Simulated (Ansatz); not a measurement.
The parent structure is ZrO$_{2}$ in the anatase structure (space group I4_1/amd, No. 141; a = 3.999 Å, c = 10.650 Å; a cell from a computed database, its experimental status unchecked).

The values are results of DFT with PBEsol, PAW potentials and a 420 eV plane-wave cutoff in Ansatz (a quantum-chemistry and plane-wave program), no spin-orbit coupling, not measurements.

One change was made to it. Results:

```
quantity                           base     after
-----------------------------  --------  --------
shortest interatomic distance  206.5 pm  206.3 pm
c/a ratio                         2.663     2.661
```

Name the change that was made.
(A) pressure 5 GPa
(B) pressure 0.7 GPa
(C) pressure 7.5 GPa

B, pressure 0.7 GPa. For comparison, the shortest interatomic distance in the other runs: pressure 7.5 GPa gives 204.1 pm; pressure 5 GPa gives 204.8 pm.

Load acts through the strain it causes; cell and atoms are relaxed under it. Stability against distortions was not tested. Competing high-pressure phases were not computed. This is not the structure that ZrO2 has at room temperature and ambient pressure.
